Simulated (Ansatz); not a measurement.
A constructed model of the (111) surface of fcc Ir, a pseudomorphic layer of Sn in the host's stacking (bottom of the slab: a bare face, its two planes held)

Calculation: PBE (plane waves to 420 eV, PAW; Ansatz, a program for electronic structure).

Set-up: 7 atoms, 13.6 Å thick at the start with caps and adatoms (thin: gaps and levels are the slab's own); mesh 16x16x1; 0.1 eV smearing; dipole correction on; 2 atoms held, the rest relaxed; symmetry of the start imposed; no spin, no spin-orbit, no U. In PBE it lies 0.02 eV a 1x1 cell over the lowest computed structure of the same composition (a pseudomorphic layer of Sn in the other hollow).

```
Quantity                                                       Result
-----------------------------  --------------------------------------
work function of the top face                                 3.53 eV
energy released by relaxation                                0.002 eV
cost                           about 70 core-seconds (a rough figure)
```
